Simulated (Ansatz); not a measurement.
The starting structures come from a database of crystals and need not be the phases stable at ambient conditions.

By PBEsol, the system below comes out a metal.

Without scattering a metal conducts by its projected Fermi surface.

Data:

```
Ta4N5
1.0
    4.27495     0.00000     0.00000
    0.00000     6.87254     0.00000
    2.13747    -3.43627     3.43627
Ta N
4 5
Direct
  0.39458   0.38824   0.21084
  0.60542   0.61176   0.78916
  0.78282   0.82260   0.43436
  0.21718   0.17740   0.56564
  0.50000   0.00000   0.00000
  0.69096   0.21751   0.61808
  0.30904   0.78249   0.38192
  0.90847   0.40057   0.18306
  0.09153   0.59943   0.81694
```

The cell is taken as given; by PBEsol it stands under a pressure of -5.1 GPa.

The current flows along the normal of the first two printed cell vectors, the (100) plane of the conventional cell. No spin-orbit coupling; the value is a mean over 0.1 eV about the Fermi level.

Q: Give the ballistic conductance per area that PBEsol run with Ansatz (an electronic-structure program) yields.

A: 0.25 × 10¹⁵ S/m² for both spins.
